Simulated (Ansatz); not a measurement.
The reference is GaN in the wurtzite structure (space group P6_3mc, No. 186; a = 3.219 Å, c = 5.244 Å).

(Cell as relaxed with PBE.)

Levels (all Ansatz, an electronic-structure program, PAW, earlier PAW set): PBE (420 eV, spin-orbit coupling left out); r2SCAN (500 eV, without spin-orbit coupling).

Each level relaxes its own structure.

```csv
base,PBE,r2SCAN
volume per atom,11.76 Å³,11.37 Å³
lattice parameter a,3.219 Å,3.183 Å
band gap,1.71 eV,2.35 eV
```

One thing is altered: Al takes the place of Ga on all its sites; the structure is relaxed again.

| quantity | PBE | r2SCAN |
|---|---|---|
| volume per atom | 10.64 Å³ | ___ |
| gap character | direct at Γ | ___ |
| shift of the gap caused by the change | +2.33 eV | ___ |
| valence-band top at Γ (three highest levels, from the VBM) | 0.00, -0.20, -0.20 eV | ___ |
| band gap | 4.04 eV | ___ |

**Question.** Given the PBE results, estimate those of r2SCAN.

**Answer.** 
- volume per atom, r2SCAN: 10.40 Å³
- gap character, r2SCAN: direct at Γ
- shift of the gap caused by the change, r2SCAN: +2.52 eV
- valence-band top at Γ (three highest levels, from the VBM), r2SCAN: 0.00, -0.22, -0.22 eV
- band gap, r2SCAN: 4.87 eV

PBE's volume per atom lies 0.24 Å³ above r2SCAN's (2.3 %); PBE's shift of the gap caused by the change lies 0.19 eV below r2SCAN's; PBE's band gap lies 0.83 eV below r2SCAN's; the two agree on the gap character. Neither level is exact; r2SCAN is the comparison here, not a measurement.

Gaps are read on the SCF mesh and a high-symmetry path. Stability against distortions was not tested.
